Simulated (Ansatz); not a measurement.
The starting structures come from a database of crystals and need not be the phases stable at ambient conditions.

Data:

```xyz
12
Lattice="6.0981 0.0000 0.0000 0.0000 6.1940 0.0000 0.0000 2.3647 5.6162" Properties=species:S:1:pos:R:3 pbc="T T T"
As     0.7684     1.1449     0.8673
As     5.3298     7.4138     4.7490
As     3.8174     4.3168     4.7490
As     2.2807     4.2419     0.8673
As     3.8349     5.8549     1.8998
As     2.2633     2.7037     3.7164
As     0.7858     5.8007     3.7164
As     5.3123     2.7579     1.8998
Ir     3.0518     1.9350     1.5288
Ir     3.0463     6.6237     4.0874
Ir     0.0027     3.5267     4.0874
Ir     6.0954     5.0320     1.5288
```

Space group of this cell: P2_1/c. The cell is taken as given; by PBEsol its mean pressure is -2.4 GPa.

Transport runs along the normal of the first two printed cell vectors.

No gap correction and no spin-orbit coupling; mid-gap values are interpolated between computed energies.

### Question
Estimate the band gap and the smallest decay constant κ at mid-gap that PBEsol in Ansatz (a quantum-chemistry and plane-wave program) returns for this system.

### Answer
Gap 0.78 eV on a 6×6×6 mesh; κ = 0.142 1/Å, at the zone centre.
